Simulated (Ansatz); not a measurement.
**Sensitivity of a calculation on CaSnF₄ (P1, 6 atoms in the cell) to its settings**

```
CaSnF4
1.0
    4.00455     0.00000     0.00000
    0.00000     4.00455     0.00000
    0.00000     0.00000     5.78047
Ca Sn F
1 1 4
Direct
  0.00189   0.00410   0.49764
  0.49573   0.51161   0.00358
  0.49776   0.99854   0.26333
  0.50398   0.99667   0.73592
  0.00573   0.49346   0.26448
  0.99491   0.49562   0.73505
```

Base run A: HSE06, default PAW files made with PBE (Ansatz, a first-principles code), self-consistent single point.

Its settings: basis.ecutwfc = 420 eV; kpoints.mp_grid.grid = 4 4 2; hamiltonian.xc = hse06; hamiltonian.pseudopotentials = {kind: paw} (the program's default PAW files); scf.occupations.method = fixed.

The starting cell comes from a database of computed structures (which also holds hypothetical and non-ambient phases and stackings), without a prior relaxation at this level. Its atoms were displaced at random from the sites of space group no. 123. Ansatz's pressure includes its estimate of the finite-basis (Pulay) stress.

ΔF is the free energy per atom less that of run A. A dash stands where there is no value to compare (another energy zero or no entropy term, no result, no spin, no clean gap, or a mesh too coarse for one). Total energies depend on the potentials, the functional and any Hubbard or dispersion term, so they are compared only between runs that share all of them.

```tsv
run	change	ΔF (meV/atom)	pressure (GPa)	largest force (eV/Å)	gap on the mesh (eV)
A	base	0.00	-1.44	0.250	4.600
B	hamiltonian.xc: hse06 → pbesol [PBEsol]	–	-3.34	0.244	3.365
C	hamiltonian.xc: hse06 → pbe0 [PBE0]	–	-1.57	0.250	5.331
D	scf.convergence.dr2_threshold: default (1e-07 eV) → 1e-06 eV	0.00	-1.44	0.250	4.600
E	scf.mixing.preconditioner: default (the program chose none) → resta; scf.mixing.eps_inf: default → 5	0.00	-1.44	0.250	4.600
```

Run B against A: The pressure goes from -1.44 to -3.34 GPa, the largest force moves little (0.250 to 0.244 eV/Å) and the gap on the mesh goes from 4.600 to 3.365 eV.

Run C against A: The pressure goes from -1.44 to -1.57 GPa, the largest force stays at 0.250 eV/Å and the gap on the mesh goes from 4.600 to 5.331 eV.

Run D against A: The free energy stays essentially unchanged (within 1 meV/atom), the pressure stays at -1.44 GPa, the largest force stays at 0.250 eV/Å and the gap on the mesh stays at 4.600 eV.

Keys are those of Ansatz 0.2.
